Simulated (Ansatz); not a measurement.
Here is the system:

```yaml
crystal:
  lattice:
    - [0.04247, 2.96966, 2.96966]
    - [2.96966, 0.04247, 2.96966]
    - [3.01213, 3.01213, 0.00000]
  atoms:
    - { symbol: Cu, position: [0.00331, 0.00331, 0.99669] }
    - { symbol: I, position: [0.24669, 0.24669, 0.25331] }
```

No spin polarisation.

Computed with Ansatz (an electronic-structure program) PBEsol, spin-orbit coupling left out. k-mesh 10×10×10 (Γ-centred); smearing 0.05 eV (Fermi–Dirac).

Predict the valence-band top at Γ, band gap, space group and stress.


- Valence-band top at Γ (three highest levels, from the VBM) = 0.00, -0.03, -0.05 eV
- Band gap = 1.14 eV
- Space group = Imm2 (No. 44)
- Stress (xx, yy, zz, yz, xz, xy; compression positive) = (0.00, 0.00, 0.00, 0.00, 0.00, -0.69) GPa

Spin-orbit coupling, missing from the scalar runs, can matter with I. The cells carry an imposed strain or load. Stability against distortions was not tested. All final runs are without spin polarisation. The cell was made from CuI in the zinc blende structure (space group F-43m, No. 216) by this change: tensor shear ε_xy = +1.43 %.
